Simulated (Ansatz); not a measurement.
Take Au in the fcc (Cu type) structure (space group Fm-3m, No. 225; a = 4.125 Å; relaxed with 0.1 eV smearing) as the base. Axes: x, y, z lie along the cube axes.

Calculations: Ansatz (a quantum-chemistry and plane-wave program), r2SCAN, PAW, cutoff 500 eV, spin-orbit coupling left out.

The change: biaxial strain +3.00 %, plane normal [001], relaxed out of plane (Cartesian); in-plane vectors clamped, the third vector and the atoms free.

How does this affect the in-plane stress?

The mean in-plane stress (compression positive) comes out as -0.9 GPa.

Predict the new energy relative to the base.

The energy grows by 3.5 meV/atom.

Predict the new ratio −ε⊥/ε∥.

The ratio −ε⊥/ε∥ amounts to 1.75.

No phonon test of stability was made.
